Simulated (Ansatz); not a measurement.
Sn on the 1x1 (110) surface of bcc Ta, one in a 2x2 cell, energies for each (31.2 Å²). Energies are against an atom of beta tin, without zero-point or thermal terms; each row is named by its start.

The numbers are results of PBE (plane waves to 420 eV, PAW; Ansatz, an electronic-structure program), not measurements.

Slab: 17 atoms, 6.8 Å thick at the start under the adsorbate (thin: gaps and levels are the slab's own); k 5x5x1, smearing 0.1 eV, dipole-corrected; 8 atoms held, the rest relaxed; each run with such symmetry as its start has; spin where the adsorbate may keep a moment, no spin-orbit, no U, no dispersion correction.

A negative adsorption energy means that the adsorbate is more stable on the surface than in its reference. Starts that drift may end in the same place. Heights count from the host atoms within 0.3 Å of the top one.

| starting site | E_ads (eV) | height (Å) | nearest host atom (Å) | bonded to | Δ work function (eV) | lateral drift (Å) | moment (μB) |
|---|---|---|---|---|---|---|---|
| top Ta | [?] | 2.59 | Ta 2.71 | Ta | [?] | 0.0 | 0.0 |
| hollow Ta-Ta-Ta | -0.81 | 2.26 | Ta 2.88 | 4 Ta | -0.07 | 0.6 | – |
| bridge Ta-Ta (span 2.9 Å) | [?] | 2.46 | Ta 2.89 | 2 Ta | -0.21 | 0.0 | – |
| bridge Ta-Ta (span 3.3 Å) | -0.81 | 2.27 | Ta 2.88 | 4 Ta | -0.07 | 0.0 | – |

Question: What belongs in the gaps?

Answer: 
- top Ta, E_ads (eV): -0.35
- top Ta, Δ work function (eV): -0.46
- bridge Ta-Ta (span 2.9 Å), E_ads (eV): -0.53
